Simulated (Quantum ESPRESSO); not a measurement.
## Sensitivity of a calculation on ZrB₂ (P6/mmm, 3 atoms in the cell) to its settings

```xyz
3
Lattice="3.1865 0.0000 0.0000 -1.5933 2.7596 0.0000 0.0000 0.0000 3.5737" Properties=species:S:1:pos:R:3 pbc="T T T"
Zr     0.0000     0.0000     0.0000
B      0.0000     1.8397     1.7869
B      1.5933     0.9199     1.7869
```

Base run A: PBE, SSSP 1.1.2 efficiency (PBE) pseudopotentials in Quantum ESPRESSO, self-consistent single point.

Its settings: ecutwfc = 40 Ry; ecutrho = 320 Ry; occupations = smearing; smearing = fermi-dirac; degauss = 0.0073499 Ry; potentials = {Zr: Zr_pbe_v1.uspp.F.UPF, B: b_pbe_v1.4.uspp.F.UPF}; K_POINTS = automatic 16 16 12 0 0 0; conv_thr = 1e-11 Ry; mixing_beta = 0.5.

The starting cell comes from a database of computed structures (which also holds hypothetical and non-ambient phases and stackings), without a prior relaxation at this level. Its lattice was rescaled by a random factor within 2.5 % of one. In the base run, with a pressure of about -4 GPa the cell is away from its equilibrium volume at this level.

ΔF is the free energy per atom less that of run A. A dash stands where there is no value to compare (another energy zero or no entropy term, no result, no spin, no clean gap, or a mesh too coarse for one). Absolute energies have different zeros for different potentials, functionals, Hubbard and dispersion terms and are not compared across them.

Run A gave: pressure (GPa) -4.39; k-points 210.

Runs:
- B: K_POINTS: automatic 16 16 12 0 0 0 → automatic 11 11 9 0 0 0
- C: conv_thr: 1e-11 Ry → 7.3e-12 Ry
- D: ecutwfc: 40 Ry → 32 Ry; ecutrho: 320 Ry → 256 Ry
- E: degauss: 0.0073499 Ry → 0.02205 Ry; K_POINTS: automatic 16 16 12 0 0 0 → automatic 19 19 15 0 0 0
- F: K_POINTS: automatic 16 16 12 0 0 0 → automatic 3 3 2 0 0 0
- G: nbnd: default → 13
- H: ecutrho: 320 Ry → 200 Ry
- I: input_dft: default → pbesol [PBEsol]
- J: mixing_beta: 0.5 → 0.2; mixing_mode: default → TF
- K: diagonalization: default → paro
- L: tqr: default → true
- M: mixing_ndim: default → 4

Task: What does run E change against A?

Result: The free energy drops by 15.1 meV/atom and the pressure goes from -4.39 to -4.03 GPa.

Task: What does run I change against A?

Result: The pressure goes from -4.39 to -9.11 GPa.

| run | ΔF (meV/atom) | pressure (GPa) | k-points |
|---|---|---|---|
| A | 0.00 | -4.39 | 210 |
| B | -0.56 | -4.40 | 80 |
| C | 0.00 | -4.39 | 210 |
| D | 4.6 | -4.94 | 210 |
| E | -15.1 | -4.03 | 320 |
| F | -16.0 | -4.99 | 6 |
| G | 0.00 | -4.39 | 210 |
| H | 0.10 | -4.38 | 210 |
| I | – | -9.11 | 210 |
| J | 0.00 | -4.39 | 210 |
| K | 0.00 | -4.39 | 210 |
| L | 0.04 | -3.65 | 210 |
| M | 0.00 | -4.39 | 210 |
